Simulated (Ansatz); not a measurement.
Cells marked so need not be the phases stable at ambient conditions, and some may be hypothetical.

 Where the default PAW files enter, the runs use the earlier of Ansatz's two default sets.

The gap is the functional's own, uncorrected, and κ follows it; spin-orbit coupling is left out. Mid-gap values are interpolated between the computed energies.

A. Ba₄As₂O (I4/mmm, not sure to be the ambient phase, 7 atoms a cell, 33.6 Å³ an atom), along the normal of (001)
B. BaBrF (P4/nmm, not sure to be the ambient phase, 6 atoms a cell, 25.7 Å³ an atom), along the normal of (001)
C. KF (Fm-3m, rock salt, 2 atoms a cell, 18.7 Å³ an atom), along the normal of (001)

Task: Order them by mid-gap decay constant of the slowest evanescent state (highest first) at the level Ansatz (a quantum-chemistry and plane-wave program) with r2SCAN.

Result: C (0.50 1/Å), B (0.38 1/Å), A (0.17 1/Å)
